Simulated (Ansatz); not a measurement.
A computed series for Mo: pressure series

Start from Mo in the bcc (W type) structure (space group Im-3m, No. 229; a = 3.1506 Å).

Cell and atoms are relaxed at each pressure.

The values are results of Kohn–Sham DFT with the r2SCAN functional, run in Ansatz (an electronic-structure program) with PAW and 500 eV plane waves, spin-orbit coupling left out, not measurements.

Notes on the quantities. enthalpy: H = E + PV relative to the base's energy.

```
change            lattice parameter a       enthalpy
----------------  -------------------  -------------
base                          3.151 Å              –
pressure −2 GPa               3.159 Å  -0.20 eV/atom
pressure −1 GPa               3.155 Å  -0.10 eV/atom
pressure 1.8 GPa              3.144 Å  +0.18 eV/atom
pressure 4.2 GPa              3.135 Å  +0.41 eV/atom
pressure 9 GPa                3.118 Å  +0.86 eV/atom
pressure 18 GPa               3.090 Å  +1.70 eV/atom
pressure 30 GPa               3.056 Å  +2.79 eV/atom
pressure 45 GPa               3.020 Å  +4.10 eV/atom
pressure 60 GPa               2.988 Å  +5.37 eV/atom
```

Load acts through the strain it causes; cell and atoms are relaxed under it. No phonon test of stability was made. Competing high-pressure phases were not computed. All final runs are without spin polarisation.
